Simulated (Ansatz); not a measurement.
An ideal cubic perovskite cell is held by its symmetry; such compounds can tilt or shift off centre at room temperature. The cell is built on a prototype and need not be the phase stable at ambient conditions.

Tunnelling through a barrier is set by its complex band structure: the current falls as exp(−2κd) with the smallest κ.

Here is the system:

```
CELL_PARAMETERS angstrom
      5.65932     0.00000     0.00000
     -2.82966     4.90111     0.00000
      2.82966     1.63370     2.31041
ATOMIC_POSITIONS crystal
  Mg 0.00000 0.00000 0.00000
  Sn 0.00000 0.50000 0.50000
  O  0.50000 0.50000 0.00000
  O  0.00000 0.50000 0.00000
  O  0.50000 0.00000 0.00000
```

Space group of this cell: Pm-3m, cubic perovskite. The cell was relaxed by PBE-D3(BJ); by PBEsol its mean pressure is -1.8 GPa.

Transport runs along the normal of the first two printed cell vectors.

No gap correction and no spin-orbit coupling; mid-gap values are interpolated between computed energies.

**Question.** State the band gap and the smallest decay constant κ at mid-gap according to PBEsol (Ansatz, a quantum-chemistry and plane-wave program).

**Answer.** Gap 0.91 eV on a 14×14×14 mesh; κ = 0.140 1/Å, at the zone centre.
